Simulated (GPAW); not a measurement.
Worked example: self-consistent single point of Ti₃Zn (I4/mmm, 4 atoms in the cell) in GPAW.

Method of the run: PBEsol, GPAW PAW datasets PBEsol (made by gpaw-setup) (plane waves; GPAW 25.7.0).

The change in words: lattice scaled by 0.98. Reference geometry:
```yaml
crystal:
  lattice:
    - [-1.94369, 1.94369, 4.14949]
    - [1.94369, -1.94369, 4.14949]
    - [1.94369, 1.94369, -4.14949]
  atoms:
    - { symbol: Ti, position: [0.75000, 0.25000, 0.50000], spin: 1.0 }
    - { symbol: Ti, position: [0.25000, 0.75000, 0.50000], spin: 1.0 }
    - { symbol: Ti, position: [0.50000, 0.50000, 0.00000], spin: 1.0 }
    - { symbol: Zn, position: [0.00000, 0.00000, 0.00000] }
```
(The spins are starting values, not results.)

Reference input (self-consistent single point, DFT PBEsol, plane waves, GPAW PAW datasets PBEsol (made by gpaw-setup)): spinpol = true; mode = pw; ecut = 800 eV; xc = PBEsol; kpts = 6 6 6; mesh shift (steps) = 0 0 0; occupations.name = fermi-dirac; occupations.width = 0.1 eV; nbands = -8; convergence.density = 1e-05 e/electron; symmetry.symmorphic = false; symmetry.tolerance = 0.0005. This run's input differs from it in these lines:

```diff
@@ -5,5 +5,5 @@
 atoms = Atoms(['Ti', 'Ti', 'Ti', 'Zn'],
-              cell=[[-1.943692, 1.943692, 4.149486],
-                    [1.943692, -1.943692, 4.149486],
-                    [1.943692, 1.943692, -4.149486]],
+              cell=[[-1.904818, 1.904818, 4.066496],
+                    [1.904818, -1.904818, 4.066496],
+                    [1.904818, 1.904818, -4.066496]],
               scaled_positions=[[0.750000, 0.250000, 0.500000],
```

Output, abridged:

```
     iter     time        total  log10-change:  magmom
                         energy   eigst   dens
iter:   1 --:--:--   -24.476003                   +3.0097
iter:   2 --:--:--   -24.473498   -0.87  -1.42    +1.7199
iter:   3 --:--:--   -23.884514   -1.06  -1.44    +0.3413
iter:   4 --:--:--   -23.807912   -0.94  -1.57    +0.1780
iter:   5 --:--:--   -24.081965   -1.13  -1.85    -0.0176
iter:   6 --:--:--   -23.747278   -1.10  -2.01    -0.0042
iter:   7 --:--:--   -23.792740   -1.73  -2.27    +0.0026
iter:   8 --:--:--   -23.696900   -1.63  -2.55    +0.0037
iter:   9 --:--:--   -23.701463   -1.98  -2.61    +0.0026
   [... lines left out ...]
iter:  26 --:--:--   -23.696313c  -5.23  -4.50    +0.0000
iter:  27 --:--:--   -23.696310c  -6.37  -4.41    +0.0000
iter:  28 --:--:--   -23.696302c  -6.86  -4.40    +0.0000
iter:  29 --:--:--   -23.696301c  -7.59c -4.42    +0.0000
iter:  30 --:--:--   -23.696302c  -7.06  -4.41    +0.0000
iter:  31 --:--:--   -23.696298c  -5.58  -4.47    +0.0000
iter:  32 --:--:--   -23.696297c  -6.84  -5.05c   +0.0000
iter:  33 --:--:--   -23.696297c  -7.30  -5.12c   +0.0000
iter:  34 --:--:--   -23.696298c  -7.08  -5.18c   +0.0000
iter:  35 --:--:--   -23.696300c  -6.62  -5.40c   +0.0000
iter:  36 --:--:--   -23.696299c  -8.09c -5.39c   +0.0000
Converged after 36 iterations.

Dipole moment: (0.000000, 0.000000, 0.000000) |e|*Ang

Total magnetic moment: (0.000000, 0.000000, 0.000001)
Local magnetic moments:
   0 Ti ( 0.000000,  0.000000,  0.000000)
   1 Ti ( 0.000000,  0.000000,  0.000000)
   2 Ti ( 0.000000,  0.000000,  0.000000)
   3 Zn ( 0.000000,  0.000000, -0.000000)

Energy contributions relative to reference atoms: (reference = -118415.988553)

Kinetic:        +20.429243
Potential:      -14.644560
External:        +0.000000
XC:             -29.387012
Entropy (-ST):   -0.120667
Local:           -0.033636
SIC:             +0.000000
--------------------------
Free energy:    -23.756632
Extrapolated:   -23.696299

Spin contamination: 0.000000 electrons
Showing only first 2 kpts
                      Up                     Down
   [... lines left out ...]
Fermi level: 9.10830
No gap
   [... lines left out ...]
Energy (eV): -23.696299

Forces in eV/Ang:
  0 Ti    0.00000   -0.00000    0.00000
  1 Ti   -0.00000    0.00000    0.00000
  2 Ti    0.00000    0.00000    0.00000
  3 Zn    0.00000    0.00000   -0.00000

Stress tensor:
    -0.051789    -0.000000    -0.000000
    -0.000000    -0.051789    -0.000000
    -0.000000    -0.000000    -0.041395
Stress (GPa, Voigt): [-8.2975 -8.2975 -6.6322 -0.     -0.     -0.    ]
```

The run converged in 36 iterations. GPAW prints stress with tension positive. Against the reference run the free energy goes up by 22.2 meV/atom and the pressure goes from -0.30 to 7.74 GPa.

The starting cell comes from a database of computed structures (which also holds hypothetical and non-ambient phases and stackings), without a prior relaxation at this level. Its lattice was rescaled by a random factor within 2.5 % of one. For this run, on top of that: lattice scaled by 0.98. The starting moments vanished: the run ended non-magnetic. With a pressure of about 8 GPa the cell is away from its equilibrium volume at this level.

Cost on one core of a shared machine: roughly 5 min.
